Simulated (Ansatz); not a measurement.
```xyz
6
Lattice="2.9592 0.0000 0.0000 0.0000 4.5998 0.0000 0.0000 0.0000 4.5998" Properties=species:S:1:pos:R:3 pbc="T T T"
Ti     0.0000     2.2999     2.2999
Ti     1.4796     0.0000     0.0000
O      1.4796     3.2000     3.2000
O      1.4796     1.3998     1.3998
O      0.0000     0.9001     3.6997
O      0.0000     3.6997     0.9001
```

The cell is taken as given; by PBEsol it stands under a pressure of -2.8 GPa.

Transport runs along the normal of the first two printed cell vectors, the (100) plane of the conventional cell.

The gap is the functional's own, uncorrected, and κ follows it; spin-orbit coupling is left out. Mid-gap means the computed energy nearest the middle.

Q: Estimate the band gap and the smallest decay constant κ at mid-gap that PBEsol (Ansatz, a first-principles code) returns for this system.

A: Gap 1.83 eV on a 10×8×8 mesh; κ = 0.285 1/Å, at (0.500, 0.000) of the in-plane reciprocal vectors. At the zone centre the slowest state has κ = 0.30 1/Å.
